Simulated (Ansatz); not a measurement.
This Ansatz (a quantum-chemistry and plane-wave program) input is the reference run, HgSe in the zinc blende structure (space group F-43m, No. 216), computed with PBE in Ansatz (plane waves to 420 eV, PAW, no spin-orbit coupling):

Ansatz 0.2 input:
```yaml
crystal:
  lattice:
    - [0, 3.1299926064, 3.1299926064]
    - [3.1299926064, 0, 3.1299926064]
    - [3.1299926064, 3.1299926064, 0]
  atoms:
    - { symbol: Hg, position: [0, 0, 0] }
    - { symbol: Se, position: [0.75, 0.75, 0.75] }
basis: { ecutwfc: 420, ecutrho_ratio: 4, xc_grid: 2, fft_grid_basis: typed }
kpoints: { mp_grid: { grid: [13, 13, 13] } }
hamiltonian:
  xc: pbe
  dispersion: none
  pseudopotentials: { kind: paw }
scf: { occupations: { method: fermi_dirac, width: 0.05 }, convergence: { dr2_threshold: 0.0000000002 } }
output: { forces: true, stress: true }
checkpoint: { write: state.ck, write_every: 1000 }
```

Problem. Write the input for this change: every lattice vector is stretched by 3.00 %, atoms relaxed at fixed cell.

Solution. 
Ansatz 0.2 input:
```yaml
crystal:
  lattice:
    - [0, 3.2238923846, 3.2238923846]
    - [3.2238923846, 0, 3.2238923846]
    - [3.2238923846, 3.2238923846, 0]
  atoms:
    - { symbol: Hg, position: [0, 0, 0] }
    - { symbol: Se, position: [0.75, 0.75, 0.75] }
basis: { ecutwfc: 420, ecutrho_ratio: 4, xc_grid: 2, fft_grid_basis: typed }
kpoints: { mp_grid: { grid: [13, 13, 13] } }
hamiltonian:
  xc: pbe
  dispersion: none
  pseudopotentials: { kind: paw }
scf: { occupations: { method: fermi_dirac, width: 0.05 }, convergence: { dr2_threshold: 0.0000000002 } }
relax: { f_tol: 0.005, max_steps: 50 }
output: { forces: true, stress: true }
checkpoint: { write: state.ck, write_every: 1000 }
```
This is the input that was run.

The cells carry an imposed strain or load. No phonon test of stability was made. All final runs are without spin polarisation.
